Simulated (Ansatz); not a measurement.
A self-consistent single point of K2InCuBr6 (Fm-3m, 10 atoms in the cell) with Ansatz (a first-principles code).

Level of theory: r2SCAN, default PAW files made with PBE (plane waves; Ansatz).

```
K2InCuBr6
1.0
    0.00000     5.39076     5.39076
    5.39076     0.00000     5.39076
    5.39076     5.39076     0.00000
K In Cu Br
2 1 1 6
Direct
  0.75000   0.75000   0.75000
  0.25000   0.25000   0.25000
  0.00000   0.00000   0.00000
  0.50000   0.50000   0.50000
  0.74501   0.25499   0.25499
  0.25499   0.74501   0.74501
  0.25499   0.74501   0.25499
  0.74501   0.25499   0.74501
  0.25499   0.25499   0.74501
  0.74501   0.74501   0.25499
```

Reference input (self-consistent single point, DFT, r2SCAN, plane waves, default PAW files made with PBE): basis.ecutwfc = 500 eV; kpoints.mp_grid.grid = 3 3 3; hamiltonian.xc = r2scan; hamiltonian.pseudopotentials = {kind: paw} (the program's default PAW files); scf.occupations.method = gaussian; scf.occupations.width = 0.272 eV. This run's input differs from it in these lines:

Ansatz 0.2 input:
```diff
@@ -21,3 +21,3 @@
   mp_grid:
-    grid: [3, 3, 3]
+    grid: [11, 11, 11]
 hamiltonian:
```

The program printed (abridged):

```
SCF iter   1: F=—  HF=-32097.525526 eV  |F-HF|=—  |Δ(HF+E_count)|=         —  Δρ=1.49e-2  dr2=4.82e-1  dr2_τ=1.79e-2  ethr=1.77e-3  ⟨swp⟩=10.3  Hψ=14772  notcnv=0
all-band conjugate gradients solve this SCF's bands
preconditioner: auto → Kerker (q_TF=auto, 2.224 Å⁻¹)
SCF iter   2: F=—  HF=-32097.589212 eV  |F-HF|=—  |Δ(HF+E_count)|=   6.37e-2  Δρ=1.38e-2  dr2=3.84e-1  dr2_τ=3.30e-3  ethr=5.24e-4  ⟨swp⟩=2.0  Hψ=6574  notcnv=0  defer=142
   [... lines left out ...]
SCF iter   8: F=—  HF=-32097.511021 eV  |F-HF|=—  |Δ(HF+E_count)|=   2.53e-4  Δρ=2.08e-5  dr2=1.82e-6  dr2_τ=1.71e-8  ethr=2.21e-8  ⟨swp⟩=2.6  Hψ=4293  notcnv=0  defer=68
SCF iter   9: F=—  HF=-32097.511021 eV  |F-HF|=—  |Δ(HF+E_count)|=   6.86e-8  Δρ=5.56e-6  dr2=3.28e-7  dr2_τ=1.96e-9  ethr=1.98e-9  ⟨swp⟩=2.6  Hψ=4925  notcnv=0  defer=70
SCF iter  10: F=-32097.511021 eV  HF=-32097.511021 eV  |F-HF|=3.69e-8  |Δ(HF+E_count)|=   7.61e-9  Δρ=3.16e-6  dr2=7.99e-8  dr2_τ=1.15e-9  ethr=1.09e-10  ⟨swp⟩=14.0  Hψ=16286  notcnv=0
SCF 1 converged in 10 iterations: F = -32097.511021 eV  dr2 = 7.99e-8
Free energy (F): -32097.511021 eV
Internal energy: -32097.477124 eV  (E = F + TS)
E sigma→0 (E₀):  -32097.494072 eV
Entropy (-TS):   -0.033897 eV (-3.390 meV/atom)
Fermi energy:    3.754829 eV
--- Forces (eV/Å), atoms counted from 1 ---
  atom   1  K      0.00000000    -0.00000000     0.00000000
  atom   2  K     -0.00000000     0.00000000    -0.00000000
  atom   3  In    -0.00000000     0.00000000     0.00000000
  atom   4  Cu     0.00000000    -0.00000000    -0.00000000
  atom   5  Br    -0.13879294    -0.00000000     0.00000000
  atom   6  Br     0.13879294     0.00000000    -0.00000000
  atom   7  Br     0.00000000    -0.13879294     0.00000000
  atom   8  Br    -0.00000000     0.13879294     0.00000000
  atom   9  Br     0.00000000    -0.00000000    -0.13879294
  atom  10  Br    -0.00000000    -0.00000000     0.13879294
--- Stress (GPa, compression-positive) ---
       -1.132595      -0.000000      -0.000000
       -0.000000      -1.132595       0.000000
       -0.000000      -0.000000      -1.132595
  P = ⅓ Tr σ = -1.1326 GPa (-11.326 kbar)
  The stress holds the Pulay correction. Without it, at fixed plane waves, as pw.x and ABINIT print it: P = -1.1565 GPa
```

The run converged in 10 iterations. Against the reference run the free energy is nearly the same (within 1 meV/atom), the pressure moves little (-1.14 to -1.13 GPa) and the largest force goes from 0.171 to 0.139 eV/Å.

The starting cell comes from a database of computed structures (which also holds hypothetical and non-ambient phases and stackings), without a prior relaxation at this level. Spin polarisation is off, so a magnetic state, if there is one, cannot be reached. Ansatz's pressure includes its estimate of the finite-basis (Pulay) stress. The run gives no clean gap (levels at the Fermi energy touch, overlap or are partly filled at this smearing), which alone does not show that the compound is a metal.

Cost on one core of a shared machine: roughly 2 min.
